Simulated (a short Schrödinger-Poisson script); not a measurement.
Structure: single CdTe/Cd0.75Zn0.25Te quantum well.

```csv
layer,material,thickness (nm)
1,Cd0.75Zn0.25Te,20
2,CdTe,20
3,Cd0.75Zn0.25Te,20
```

Constants are typed, rounded textbook-type inputs, not results; the design itself was drawn at random and stands for no fabricated device. CdTe: direct gap (eV) 1.5, conduction-band edge (eV) 0, electron mass (mₑ) 0.096, heavy-hole mass 0.6, light-hole mass 0.12. Cd0.75Zn0.25Te: direct gap (eV) 1.65, conduction-band edge (eV) 0.12, electron mass (mₑ) 0.1, heavy-hole mass 0.6, light-hole mass 0.13.

The valence-band edge of each layer lies one gap below its conduction-band edge. The electron's potential energy rises along the stack by the applied field. Mesh 0.03 nm at interfaces.

Task: Estimate e1 and hh1 for infinitely high walls at zero field, and compare with the finite well.

Result: ħ²π²/(2mL²) gives 9.8 meV for the electron and 1.6 meV for the heavy hole. The finite well gives 6.9 and 1.2 meV, 0.71 and 0.76 of the estimates, as the states reach into the barriers (1 % of e1 lies outside the well).

Solved with a short Schrödinger-Poisson script written for these runs: one-band effective-mass equation with BenDaniel-Duke matching, electrons, heavy and light holes apart, hard walls at the outer ends, one valence edge for both holes (no strain splitting), no charge, excitons, band mixing or non-parabolicity; under a field the levels are quasi-bound states of a box, listed while three quarters of their weight lies within 4 nm of the wells.
